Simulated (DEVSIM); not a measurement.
System: abrupt GaAs p-n junction, at 300 K.

| layer (left to right) | material | thickness (μm) | Nd (cm⁻³) | Na (cm⁻³) | τn (s) | τp (s) |
|---|---|---|---|---|---|---|
| 1 | GaAs | 50.0 | - | 1e16 | 7.3e-9 | 7.3e-9 |
| 2 | GaAs | 57.0 | 4.3e14 | - | 7.3e-9 | 7.3e-9 |

Left contact: ohmic. Right contact: ohmic. Voltage is applied to the left contact. Recombination: SRH at mid-gap, radiative. Mobility is constant in doping. Where it depends on doping, it is μmin + (μ − μmin)/(1 + (N/Nref)^α).

Constants are typed, rounded textbook-type inputs, not results; the design itself was drawn at random and stands for no fabricated device. Values at 300 K; Nc and Nv go as T^1.5, mobilities as T to minus their exponent, the gap by Varshni's rule with the affinity fixed. The table also holds parameters that only a changed run uses.

```csv
parameter,GaAs
gap (eV),1.424
affinity (eV),4.07
permittivity,12.9
Nc (cm⁻³),4.7e17
Nv (cm⁻³),9e18
μn (cm²/Vs),8500
μp (cm²/Vs),400
"μn,min",500
"μp,min",20
"Nref,n",6e16
"Nref,p",1.5e17
αn,0.39
αp,0.38
T exponent of μn,2.1
T exponent of μp,2.2
B (cm³/s),2e-10
Cn (cm⁶/s),1e-30
Cp (cm⁶/s),1e-30
Varshni α (eV/K),0.000541
Varshni β (K),204
```

DEVSIM, 1D drift-diffusion, Boltzmann statistics, complete ionisation; no tunnelling, impact ionisation, image-force lowering or self-heating.

Base results: potential step across the device at zero bias (V) 1.067; largest field in the device at zero bias (V/cm) 11000; dark forward voltage at 1 A/cm² (V) 0.978.

Question: What follows from this one change: minority lifetime in layer 2 7.3e-09 → 2.2e-09 s?

Answer: potential step across the device at zero bias little changed (1.067 V); largest field in the device at zero bias little changed (11000 V/cm); dark forward voltage at 1 A/cm² 0.978 → 0.966 V.

Question: What follows from this one change: thickness of layer 2 57 → 20 μm?

Answer: potential step across the device at zero bias little changed (1.067 V); largest field in the device at zero bias little changed (11000 V/cm); dark forward voltage at 1 A/cm² 0.978 → 0.972 V.

Question: What follows from this one change: doping Nd of layer 2 4.3e+14 → 4.3e+15 cm^-3?

Answer: potential step across the device at zero bias 1.067 → 1.127 V; largest field in the device at zero bias 11000 → 30000 V/cm; dark forward voltage at 1 A/cm² 0.978 → 0.998 V.

Question: What follows from this one change: temperature 300 → 250 K?

Answer: potential step across the device at zero bias 1.067 → 1.161 V; largest field in the device at zero bias little changed (11000 V/cm); dark forward voltage at 1 A/cm² 0.978 → 1.082 V.

Question: What follows from this one change: thickness of layer 1 50 → 250 μm?

Answer: potential step across the device at zero bias little changed (1.067 V); largest field in the device at zero bias little changed (11000 V/cm); dark forward voltage at 1 A/cm² 0.978 → 1.009 V.

Question: What follows from this one change: doping-dependent mobility in place of the constant one?

Answer: potential step across the device at zero bias little changed (1.067 V); largest field in the device at zero bias little changed (11000 V/cm); dark forward voltage at 1 A/cm² 0.978 → 0.984 V.
